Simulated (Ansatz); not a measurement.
```yaml
crystal:
  lattice:
    - [33.50000, 0.00000, 0.00000]
    - [0.00000, 14.50000, 0.00000]
    - [0.00000, 0.00000, 5.50024]
  atoms:
    - { symbol: S, position: [0.16390, 0.39034, 0.65605] }
    - { symbol: W, position: [0.17491, 0.50000, 0.36568] }
    - { symbol: S, position: [0.16390, 0.60966, 0.65605] }
    - { symbol: S, position: [0.21524, 0.38723, 0.15749] }
    - { symbol: W, position: [0.21137, 0.50000, 0.84434] }
    - { symbol: S, position: [0.21524, 0.61277, 0.15749] }
    - { symbol: S, position: [0.26077, 0.39435, 0.66730] }
    - { symbol: W, position: [0.26178, 0.50000, 0.32527] }
    - { symbol: S, position: [0.26077, 0.60565, 0.66730] }
    - { symbol: S, position: [0.30983, 0.39132, 0.16683] }
    - { symbol: W, position: [0.30967, 0.50000, 0.83425] }
    - { symbol: S, position: [0.30983, 0.60868, 0.16683] }
    - { symbol: S, position: [0.35700, 0.39132, 0.66705] }
    - { symbol: W, position: [0.35722, 0.50000, 0.33393] }
    - { symbol: S, position: [0.35700, 0.60868, 0.66705] }
    - { symbol: S, position: [0.40484, 0.39165, 0.16682] }
    - { symbol: W, position: [0.40468, 0.50000, 0.83277] }
    - { symbol: S, position: [0.40484, 0.60835, 0.16682] }
    - { symbol: S, position: [0.45236, 0.39154, 0.66692] }
    - { symbol: W, position: [0.45245, 0.50000, 0.33334] }
    - { symbol: S, position: [0.45236, 0.60846, 0.66692] }
    - { symbol: S, position: [0.50000, 0.39147, 0.16681] }
    - { symbol: W, position: [0.50000, 0.50000, 0.83338] }
    - { symbol: S, position: [0.50000, 0.60853, 0.16681] }
    - { symbol: S, position: [0.54764, 0.39154, 0.66692] }
    - { symbol: W, position: [0.54755, 0.50000, 0.33334] }
    - { symbol: S, position: [0.54764, 0.60846, 0.66692] }
    - { symbol: S, position: [0.59516, 0.39165, 0.16682] }
    - { symbol: W, position: [0.59532, 0.50000, 0.83277] }
    - { symbol: S, position: [0.59516, 0.60835, 0.16682] }
    - { symbol: S, position: [0.64300, 0.39132, 0.66705] }
    - { symbol: W, position: [0.64278, 0.50000, 0.33393] }
    - { symbol: S, position: [0.64300, 0.60868, 0.66705] }
    - { symbol: S, position: [0.69017, 0.39132, 0.16683] }
    - { symbol: W, position: [0.69033, 0.50000, 0.83425] }
    - { symbol: S, position: [0.69017, 0.60868, 0.16683] }
    - { symbol: S, position: [0.73923, 0.39435, 0.66730] }
    - { symbol: W, position: [0.73822, 0.50000, 0.32527] }
    - { symbol: S, position: [0.73923, 0.60565, 0.66730] }
    - { symbol: S, position: [0.78476, 0.38723, 0.15749] }
    - { symbol: W, position: [0.78863, 0.50000, 0.84434] }
    - { symbol: S, position: [0.78476, 0.61277, 0.15749] }
    - { symbol: S, position: [0.83610, 0.39034, 0.65605] }
    - { symbol: W, position: [0.82509, 0.50000, 0.36568] }
    - { symbol: S, position: [0.83610, 0.60966, 0.65605] }
```

The numbers are results of PBE (plane waves to 420 eV, PAW; Ansatz, a first-principles code), not measurements. Mesh 1×1×6. No spin polarisation, so a magnetic state wasn't tested. It repeats along c; a and b span vacuum. An idealised model, cut from the flat sheet. It keeps the symmetry and period of its start, so it need not be a minimum against all distortions. Values not marked SOC lack spin–orbit coupling.

### Question
Tabulate the two highest filled and two lowest empty levels along the axis, from the valence top.

### Answer
```json
[
 {"k (2π/c)": "0.000", "v2 (eV)": "-0.05", "v1 (eV)": "0.00", "c1 (eV)": "0.48", "c2 (eV)": "0.48"},
 {"k (2π/c)": "0.042", "v2 (eV)": "-0.05", "v1 (eV)": "-0.01", "c1 (eV)": "0.48", "c2 (eV)": "0.49"},
 {"k (2π/c)": "0.083", "v2 (eV)": "-0.06", "v1 (eV)": "-0.02", "c1 (eV)": "0.51", "c2 (eV)": "0.52"},
 {"k (2π/c)": "0.125", "v2 (eV)": "-0.07", "v1 (eV)": "-0.04", "c1 (eV)": "0.56", "c2 (eV)": "0.57"},
 {"k (2π/c)": "0.167", "v2 (eV)": "-0.08", "v1 (eV)": "-0.06", "c1 (eV)": "0.64", "c2 (eV)": "0.64"},
 {"k (2π/c)": "0.208", "v2 (eV)": "-0.10", "v1 (eV)": "-0.09", "c1 (eV)": "0.69", "c2 (eV)": "0.69"},
 {"k (2π/c)": "0.250", "v2 (eV)": "-0.11", "v1 (eV)": "-0.11", "c1 (eV)": "0.69", "c2 (eV)": "0.69"},
 {"k (2π/c)": "0.292", "v2 (eV)": "-0.12", "v1 (eV)": "-0.12", "c1 (eV)": "0.69", "c2 (eV)": "0.69"},
 {"k (2π/c)": "0.333", "v2 (eV)": "-0.14", "v1 (eV)": "-0.14", "c1 (eV)": "0.68", "c2 (eV)": "0.68"},
 {"k (2π/c)": "0.375", "v2 (eV)": "-0.14", "v1 (eV)": "-0.14", "c1 (eV)": "0.68", "c2 (eV)": "0.68"},
 {"k (2π/c)": "0.417", "v2 (eV)": "-0.15", "v1 (eV)": "-0.15", "c1 (eV)": "0.68", "c2 (eV)": "0.68"},
 {"k (2π/c)": "0.458", "v2 (eV)": "-0.16", "v1 (eV)": "-0.16", "c1 (eV)": "0.68", "c2 (eV)": "0.68"},
 {"k (2π/c)": "0.500", "v2 (eV)": "-0.16", "v1 (eV)": "-0.16", "c1 (eV)": "0.68", "c2 (eV)": "0.68"}
]
```
